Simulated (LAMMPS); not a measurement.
MD of Ni (fcc) at zero pressure over temperature, 4000 atoms; each row names its start.

Method: classical MD, pair style eam/alloy, file CuNi.eam.alloy, run in LAMMPS.

```
T (K), start                                 state                    volume                  enthalpy   first peak of g(r)       coordination number                        D(Ni)
-------------  -----------------------------------  ------------------------  ------------------------  -------------------  ------------------------  ---------------------------
100, crystal   crystal; no diffusion seen in 30 ps  10.9519 ± 0.0001 Å³/atom  -4.4240 ± 0.0001 eV/atom  2.49 Å, height 14.3  12.0 (counted to 3.02 Å)                            -
200, crystal   crystal; no diffusion seen in 30 ps  11.0024 ± 0.0001 Å³/atom  -4.3978 ± 0.0001 eV/atom  2.49 Å, height 10.4  12.0 (counted to 3.02 Å)                            -
300, crystal   crystal; no diffusion seen in 30 ps  11.0544 ± 0.0002 Å³/atom  -4.3714 ± 0.0001 eV/atom   2.49 Å, height 8.5  12.0 (counted to 3.02 Å)                            -
780, crystal   crystal; no diffusion seen in 30 ps  11.3177 ± 0.0003 Å³/atom  -4.2400 ± 0.0001 eV/atom   2.49 Å, height 5.2  12.0 (counted to 3.06 Å)                            -
1040, crystal  crystal; no diffusion seen in 30 ps  11.4713 ± 0.0006 Å³/atom  -4.1659 ± 0.0002 eV/atom   2.49 Å, height 4.4  12.0 (counted to 3.10 Å)                            -
1300, crystal  crystal; no diffusion seen in 30 ps  11.6399 ± 0.0004 Å³/atom  -4.0882 ± 0.0001 eV/atom   2.49 Å, height 3.8  12.1 (counted to 3.14 Å)                            -
1560, crystal  crystal; no diffusion seen in 30 ps  11.8299 ± 0.0009 Å³/atom  -4.0058 ± 0.0003 eV/atom   2.49 Å, height 3.4  12.2 (counted to 3.18 Å)                            -
1810, crystal  crystal; no diffusion seen in 30 ps    12.051 ± 0.001 Å³/atom  -3.9179 ± 0.0004 eV/atom   2.47 Å, height 3.1  12.5 (counted to 3.26 Å)                            -
2070, crystal                               liquid    12.951 ± 0.002 Å³/atom  -3.6860 ± 0.0004 eV/atom   2.41 Å, height 2.5  12.6 (counted to 3.42 Å)    (7.3 ± 0.1) × 10^-5 cm²/s
1380, melt                                  liquid    12.301 ± 0.001 Å³/atom  -3.9105 ± 0.0003 eV/atom   2.42 Å, height 3.0  12.9 (counted to 3.38 Å)  (2.44 ± 0.05) × 10^-5 cm²/s
1560, melt                                  liquid    12.471 ± 0.001 Å³/atom  -3.8501 ± 0.0003 eV/atom   2.42 Å, height 2.8  12.8 (counted to 3.38 Å)  (3.66 ± 0.02) × 10^-5 cm²/s
1730, melt                                  liquid    12.636 ± 0.001 Å³/atom  -3.7935 ± 0.0004 eV/atom   2.42 Å, height 2.7  12.9 (counted to 3.42 Å)  (4.82 ± 0.07) × 10^-5 cm²/s
1900, melt                                  liquid  12.7929 ± 0.0006 Å³/atom  -3.7396 ± 0.0002 eV/atom   2.42 Å, height 2.6  13.0 (counted to 3.46 Å)  (5.95 ± 0.09) × 10^-5 cm²/s
2160, melt                                  liquid    13.032 ± 0.002 Å³/atom  -3.6581 ± 0.0005 eV/atom   2.41 Å, height 2.5  12.8 (counted to 3.46 Å)    (8.0 ± 0.1) × 10^-5 cm²/s
2420, melt                                  liquid    13.259 ± 0.002 Å³/atom  -3.5796 ± 0.0003 eV/atom   2.40 Å, height 2.3  12.3 (counted to 3.42 Å)  (1.06 ± 0.01) × 10^-4 cm²/s
2760, melt                                  liquid    13.538 ± 0.002 Å³/atom  -3.4809 ± 0.0006 eV/atom   2.40 Å, height 2.3  12.4 (counted to 3.46 Å)  (1.39 ± 0.02) × 10^-4 cm²/s
```

Measured linear expansion coefficient: 13.40 1e-6/K at 293 K (Kaye and Laby Online (NPL), 2.3.5 Thermal expansion).

Measured melting point: 1728 K (Wikipedia, Melting points of the elements (data page)).

Caution (row 1810, crystal): this crystal lies over the melting point of about 1570 K that EAM-type CuNi.eam.alloy gives, so it is superheated.

Caution (row 1380, melt): this liquid lies under the melting point of about 1570 K that EAM-type CuNi.eam.alloy gives, so it is undercooled.

From the crystal rows between 100 and 300 K, estimate the mean linear expansion coefficient and the heat capacity. The slope of ln V over three gives 16 × 10^-6 /K, and dH/dT = 3.1 kB/atom. Nuclei are classical here, so the heat capacity stays near 3 kB/atom, where a real crystal's falls off below its Debye temperature.

Fit an Arrhenius law to the diffusion of Ni in the liquid. ln D against 1/T from 1380 to 2760 K gives an activation energy of 0.41 eV and D0 = 0.00074 cm²/s.

States go by the mean squared displacement: a species diffuses where it passes 1.5 Å², still rises and gives D over 1e-6 cm²/s; a crystal has left its structure where atoms lie 0.35 Å off their sites on average or a cubic box changes its shape by 3 %, or the axial ratios of another lie 8 % off the starting cell's, which the potential's own relaxation can also do.

Errors of D are the spread over four groups of atoms in one short run; a floor of about 5 %, a picked value, is safer.

Errors shown are sampling errors alone.
